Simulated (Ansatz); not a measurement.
The reference is CdCu$_{2}$GeSe$_{4}$ (space group I-42m, No. 121; a = 5.730 Å, c = 11.024 Å). Axes: x, y, z lie along a, b, c of the conventional cell.

Computed with Ansatz (a first-principles code) PBEsol, spin-orbit coupling left out.

Strains are applied to the cell and any free atomic positions relax.

One change was made to it. Results:

The pressure (mean of the normal stresses, compression positive) goes from zero to -1.4 GPa; the energy goes up by 3.1 meV/atom.

Which of these changes matches the shifts?
A) uniaxial strain ε_xx = +0.75 %
B) uniaxial strain ε_xx = +2.25 %
C) uniaxial strain ε_xx = +3.00 %
D) uniaxial strain ε_xx = +1.50 %

B, uniaxial strain ε_xx = +2.25 %. For comparison, the energy relative to the base in the other runs: uniaxial strain ε_xx = +3.00 % gives +5.4 meV/atom; uniaxial strain ε_xx = +0.75 % gives +0.3 meV/atom; uniaxial strain ε_xx = +1.50 % gives +1.4 meV/atom.

Stability against distortions was not tested. All final runs are without spin polarisation. Gaps under 0.05 eV, about the width of the smearing, are given as zero.
